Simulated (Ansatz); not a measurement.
Base system: AlAs in the wurtzite structure (space group P6_3mc, No. 186; a = 4.003 Å, c = 6.581 Å; a model cell, its experimental status unchecked).

Now apply this change: cell and atoms relaxed at a pressure of 30 GPa.

Levels (all Ansatz, a quantum-chemistry and plane-wave program, PAW, earlier PAW set): PBEsol (420 eV, no SOC); HSE06 (420 eV, scalar-relativistic without spin-orbit coupling); PBEsol+SOC (420 eV, with spin-orbit coupling).

One geometry, relaxed with PBEsol, under each level:

The valence-band top lists the three highest levels at Γ (Kramers pairs under SOC), from the VBM.

```csv
level,band gap,lowest conduction level above the VBM at special points,valence-band top at Γ,electron mass,hole mass,pressure
PBEsol,1.29 eV,K 1.29 eV; M 1.44 eV; L 1.87 eV; Γ 2.63 eV,"0.00, 0.00, -0.31 eV","0.24 mₑ along c, 0.40 mₑ across (at K)",–,30.00 GPa
HSE06,___,___,–,–,–,–
PBEsol+SOC,1.18 eV,K 1.18 eV; M 1.32 eV; L 1.76 eV; Γ 2.51 eV,"0.00, -0.14, -0.52 eV","0.24 mₑ along c, 0.40 mₑ across (at K)","1.0 mₑ along c, 0.27 mₑ across (at Γ)",29.98 GPa
```

Task: Give the withheld HSE06 results.

Result: 
- HSE06, band gap: 2.02 eV
- HSE06, lowest conduction level above the VBM at special points: K 2.02 eV; M 2.19 eV; L 2.67 eV; Γ 3.54 eV

Single points use the geometry relaxed with PBEsol. HSE06 was sampled on its mesh, a few special points and the semilocal edge points, so its gap is an upper bound. Differences between runs with and without spin-orbit coupling are approximate. Load acts through the strain it causes; cell and atoms are relaxed under it. Masses are band curvatures over ±0.01 Å⁻¹ around the edge. Stability against distortions was not tested. Competing high-pressure phases were not computed. This is not the structure that AlAs has at room temperature and ambient pressure.
